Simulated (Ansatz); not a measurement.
**Sn: response to strain**

Start from Sn in the diamond structure (space group Fd-3m, No. 227; relaxed with 0.1 eV smearing).

```yaml
crystal:
  lattice:
    - [0.00000, 3.27009, 3.27009]
    - [3.27009, 0.00000, 3.27009]
    - [3.27009, 3.27009, 0.00000]
  atoms:
    - { symbol: Sn, position: [0.00000, 0.00000, 0.00000] }
    - { symbol: Sn, position: [0.25000, 0.25000, 0.25000] }
```

Strains are applied to the cell and any free atomic positions relax.

Method: PBEsol/PAW in Ansatz (an electronic-structure program), no spin-orbit coupling.

Candidates:
(a) isotropic strain +1.00 %
(b) isotropic strain +2.50 %
(c) isotropic strain −2.50 %
(d) isotropic strain +0.50 %
(e) isotropic strain +3.00 %

Notes on the quantities. energy relative to the base: free energy F.

Q: Order them by energy relative to the base, highest first.

A: (e) isotropic strain +3.00 % (+33 meV/atom), (c) isotropic strain −2.50 % (+28 meV/atom), (b) isotropic strain +2.50 % (+23 meV/atom), (a) isotropic strain +1.00 % (+3.9 meV/atom), (d) isotropic strain +0.50 % (+1.0 meV/atom)

Stability against distortions was not tested.
